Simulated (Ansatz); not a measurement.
## BN (model structure, started from the CsCl type, Pm-3m, No. 221, 2 atoms in the cell): lattice constant a by level of theory

No measured value is used here.

```tsv
level (code)	value (Å)
PBE (Ansatz)	2.321
PBEsol (Ansatz)	2.301
PBE-D3(BJ) (Ansatz)	2.304
r²SCAN (Ansatz)	2.313
```

PBE-D3(BJ): a distance lies near a switch of the dispersion term, which can move the cell. Ansatz's density-functional and Hartree–Fock values are scalar-relativistic unless marked +SOC, with PAW data made under PBE.

A model structure was made by putting elements into a prototype or built by hand; it is no filed structure, need not be a known phase, and can be a saddle point held by its symmetry.

Ansatz is an electronic-structure program.
